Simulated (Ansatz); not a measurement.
# A constructed model of the (111) surface of fcc Pd, a layer of Ru in place of the second plane (bottom of the slab: a bare face, its two planes held)

All values below come from PBE (plane waves to 420 eV, PAW; Ansatz, a program for electronic structure).

Set-up: 6 atoms, 11.5 Å thick at the start; mesh 15x15x1; 0.1 eV smearing; dipole correction on; 2 atoms held, the rest relaxed; symmetry of the start imposed; no spin, no spin-orbit, no U. In PBE it lies 0.07 eV a 1x1 cell over the lowest computed structure of the same composition (a layer of Ru in place of the third plane).

| Quantity | Value |
|---|---|
| work function of the top face | 4.73 eV |
| energy released by relaxation | 0.15 eV |
| cost | around 2.2 core-minutes (rough) |
